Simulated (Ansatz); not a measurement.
Fe on the Al site (Fe_Al) in zinc-blende AlP (start: the Al site; 64-site cell, 2×2×2 shifted sampling). The numbers are results of PBE, PAW (plane waves to 420 eV; Ansatz, a program for electronic structure), not measurements. Total energies of the localised charge states, counted from that of charge +1, and their image corrections (point charge with alignment); the host's valence-band maximum lies at 4.794 eV on the cells' energy zero and its gap is 1.63 eV.

| charge | moment (μB) | E − E(first) (eV) | correction (eV) |
|---|---|---|---|
| +1 | not spin-polarised | 0.000 | 0.171 |
| 0 | 5.0 | 5.124 | 0.000 |
| −1 | 4.0 | 10.806 | 0.114 |

**Question.** Derive the transition levels above the valence-band maximum and say which of them are thermodynamic.

**Answer.** A level is the Fermi energy at which two charges have equal formation energy: ε(q/q′) = [E(q′) + corr(q′) − E(q) − corr(q)] / (q − q′) − E_VBM.
ε(+1/0) = [(5.124 + 0.000) − (0.000 + 0.171)] / 1 − 4.794 = 0.16 eV
ε(0/−1) = [(10.806 + 0.114) − (5.124 + 0.000)] / 1 − 4.794 = 1.00 eV
Thermodynamic levels at least 0.1 eV inside the gap: (+1/0) at 0.16 eV; (0/−1) at 1.00 eV. They hold to tenths of an eV in this cell. Only the charges listed were compared.
